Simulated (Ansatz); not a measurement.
Start from SiC in the wurtzite structure (space group P6_3mc, No. 186; a = 3.076 Å, c = 5.048 Å). Axes: x lies along a and z along c of the hexagonal cell.

Computed with PBEsol in Ansatz (plane waves to 420 eV, PAW, no spin-orbit coupling), earlier PAW set.

It is then changed as follows: an isotropic linear strain of −0.79 %, atoms relaxed at fixed cell.

Task: Predict the stress tensor and what it implies for the stiffness.

Result: Stress of the strained cell less that of the base (GPa, compression positive):
```
   5.60    0.00    0.00
   0.00    5.60    0.00
   0.00    0.00    5.47
```

Then B = −ΔP/(ΔV/V₀) with ΔV/V₀ = -0.0235 gives secant stiffness values (nonlinear terms included at this strain): B (at held cell shape, above the free-shape value) ≈ 236 GPa.

As a check, the harmonic strain energy −½ V₀ Δσ:ε is 4.2 meV/atom; the computed energy rise is 4.1 meV/atom.

Stability against distortions was not tested.

Ansatz is an electronic-structure program.
